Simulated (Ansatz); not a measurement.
The parent structure is AlN in the wurtzite structure (space group P6_3mc, No. 186; a = 3.0888 Å, c = 4.9433 Å). Axes: x lies along a and z along c of the hexagonal cell.

All numbers come from LDA (Ansatz, an electronic-structure program), no SOC.

One thing is altered: uniaxial strain ε_xx = −2.40 %, all other strain components held at zero, atoms relaxed at fixed cell.

Question: Predict the stress tensor and what it implies for the stiffness.

Answer: Stress of the strained cell less that of the base (GPa, compression positive):
```
  10.06    0.00    0.00
   0.00    3.61    0.00
   0.00    0.00    2.80
```

Then −Δσ_ii/ε with ε = -0.0240 gives secant stiffness values (nonlinear terms included at this strain): C11 ≈ 419 GPa, C12 ≈ 150 GPa and C13 ≈ 117 GPa.

As a check, the harmonic strain energy −½ V₀ Δσ:ε is 7.7 meV/atom; the computed energy rise is 7.5 meV/atom.

Stability against distortions was not tested.
